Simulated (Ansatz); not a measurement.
## A self-consistent single point of Ca₂Ge (Fm-3m, 3 atoms in the cell) with Ansatz

Computed with LDA (PW92), default PAW files made with PBE (plane waves; Ansatz, a quantum-chemistry and plane-wave program).

This input was run:

Ansatz 0.2 input:
```yaml
# Ca2Ge
crystal:
  lattice:
    - [0.000000, 3.604486, 3.604486]
    - [3.604486, 0.000000, 3.604486]
    - [3.604486, 3.604486, 0.000000]
  atoms:
    - { symbol: Ca, position: [0.750000, 0.750000, 0.750000] }
    - { symbol: Ca, position: [0.250000, 0.250000, 0.250000] }
    - { symbol: Ge, position: [0.000000, 0.000000, 0.000000] }
basis:
  ecutwfc: 30.9 Ry
kpoints:
  mp_grid: { grid: [6, 6, 6] }
hamiltonian:
  xc: lda
  pseudopotentials: { kind: paw }
scf:
  occupations: { method: fixed }
output:
  forces: true
  eigenvalues: true
  stress: true
```

Log, with long lists cut:

```
WARN ansatz: RAYON_NUM_THREADS=1 ignored (pool sized by the plan → 1); use --threads N
Pseudopotentials: kind: paw
Pseudopotential: Ca, paw, valence charge 10
Pseudopotential: Ge, paw, valence charge 14
Crystal: 3 atoms, lattice volume = 93.661 Å³
Basis set: ecut = 420.4159175005146 eV, 1837 PW (Γ)
Bands: 21, of which v1, the nominal top of the filled ones, is band 17 counted from 1 (16 counted from 0)
Symmetry: 48 space group operations
Space group: Fm-3m (ITA 225), of the structure as read, at distance tolerance 4.5e-5 Å
k-points: 16 of 216
PAW frozen core: Ca, regenerated for the run's functional, and the local potential with it
PAW frozen core: Ge, regenerated for the run's functional, and the local potential with it
Initial density: superposition of atomic densities (neutral atoms: chi_scale 0, normalization atom), corrected by the library's trained network
Initial wavefunctions: pseudopotential atomic-orbital guess
Eigensolver: davidson
Functional: x = slater, c = lda
SCF iter   1: F=—  HF=-7762.834342 eV  |F-HF|=—  |Δ(HF+E_count)|=         —  Δρ=4.62e-3  dr2=1.20e-2  ethr=1.77e-3  ⟨swp⟩=4.3  Hψ=1382  notcnv=0  defer=19
all-band conjugate gradients solve this SCF's bands
preconditioner: auto → none
SCF iter   2: F=—  HF=-7762.833152 eV  |F-HF|=—  |Δ(HF+E_count)|=   1.19e-3  Δρ=2.03e-3  dr2=2.72e-3  ethr=3.52e-5  ⟨swp⟩=3.1  Hψ=767  notcnv=0  defer=31
SCF iter   3: F=—  HF=-7762.833164 eV  |F-HF|=—  |Δ(HF+E_count)|=   1.21e-5  Δρ=8.36e-4  dr2=6.19e-4  ethr=8.01e-6  ⟨swp⟩=2.1  Hψ=431  notcnv=0  defer=31
SCF iter   4: F=—  HF=-7762.833073 eV  |F-HF|=—  |Δ(HF+E_count)|=   9.12e-5  Δρ=1.88e-4  dr2=2.80e-5  ethr=1.82e-6  ⟨swp⟩=2.0  Hψ=609  notcnv=0  defer=30
SCF iter   5: F=—  HF=-7762.833061 eV  |F-HF|=—  |Δ(HF+E_count)|=   1.16e-5  Δρ=2.12e-5  dr2=4.32e-7  ethr=8.23e-8  ⟨swp⟩=2.0  Hψ=576  notcnv=0  defer=12
SCF iter   6: F=-7762.833061 eV  HF=-7762.833061 eV  |F-HF|=3.73e-9  |Δ(HF+E_count)|=   5.20e-8  Δρ=5.99e-6  dr2=1.39e-8  ethr=2.94e-10  ⟨swp⟩=8.9  Hψ=1846  notcnv=0
SCF 1 converged in 6 iterations: F = -7762.833061 eV  dr2 = 1.39e-8
SCF converged after 6 iterations
Free energy (F): -7762.833061 eV
Harris-Foulkes:  -7762.833061 eV  (|F-HF|=3.73e-9)
Internal energy: -7762.833061 eV  (E = F + TS)
E sigma→0 (E₀):  -7762.833061 eV
Fermi energy:    5.464076 eV
--- Per-component energies (eV) ---
  E_band       = -479.154456
  E_kinetic    = 665.310941
  E_local      = -4328.828153  (includes V_loc(G=0)·N_el)
  E_nonlocal   = 554.946535
  E_hartree    = 1741.001214
  E_xc         = -344.753535
  E_vxc        = -403.975355  (∫ρ·V_xc dr)
  E_paw        = -3573.499744  (= ΣΔE_a)
  E_vpaw       = -448.613797  (= ΣTr[D̂ρ^β])
  E_aug_tail   = 0.000290  (compensation charges beyond the density's cutoff)
  E_ewald      = -2479.485266
  E_core_change = 2.474658  (= ΣΔE_core)
  E_smearing   = -0.000000  (= −TS)
  E_closure    = -0.000000  (closes the sum)
  Σ components = -7762.833061   (vs F -7762.833061, Δ=0.00e0)
--- Forces (eV/Å), atoms counted from 1 ---
  atom   1  Ca     0.00000000    -0.00000000     0.00000000
   [... zero for the other atoms too ...]
  max |Σ_I F_I| component: 5.55e-17 eV/Å
--- Stress (GPa, compression-positive) ---
       -2.881095      -0.000000       0.000000
        0.000000      -2.881095       0.000000
       -0.000000      -0.000000      -2.881095
  P = ⅓ Tr σ = -2.8811 GPa (-28.811 kbar)
  The stress holds the Pulay correction. Without it, at fixed plane waves, as pw.x and ABINIT print it: P = -2.8879 GPa
--- Band table (eV; the first three rows and the last of 16) ---
  k-point 0: bands = ["-34.8814", "-34.8387", "-17.2051", "-17.2051", "-17.2051", "-17.1832", "-17.1832", "-16.1738", "-16.1738", "-16.1738", "-16.0524", "-16.0524", "-16.0524", "-1.8276", "5.0855", "5.0855", "5.0855", "6.6035", "7.2830", "7.2830", "10.3797"]
  k-point 1: bands = ["-34.8784", "-34.8415", "-17.2042", "-17.2042", "-17.2022", "-17.1833", "-17.1833", "-16.1719", "-16.1668", "-16.1668", "-16.0632", "-16.0613", "-16.0613", "-1.7036", "4.4461", "5.1621", "5.1621", "7.3620", "7.3620", "7.5644", "9.5521"]
  k-point 2: bands = ["-34.8705", "-34.8492", "-17.2025", "-17.2025", "-17.1967", "-17.1833", "-17.1833", "-16.1599", "-16.1470", "-16.1470", "-16.0929", "-16.0851", "-16.0851", "-1.4345", "3.7739", "5.3193", "5.3193", "7.6182", "7.6182", "8.1623", "8.8298"]
  k-point 15: bands = ["-34.8632", "-34.8561", "-17.1986", "-17.1975", "-17.1951", "-17.1843", "-17.1832", "-16.2324", "-16.2173", "-16.1662", "-16.0755", "-16.0280", "-16.0217", "-1.1221", "3.8342", "4.7272", "5.2092", "6.4691", "7.7071", "8.0214", "8.9386"]
```

The run converged in 6 iterations.

The starting cell comes from a database of computed structures (which also holds hypothetical and non-ambient phases and stackings), without a prior relaxation at this level. Its lattice was rescaled by up to half a per cent. Ansatz's pressure includes its estimate of the finite-basis (Pulay) stress.
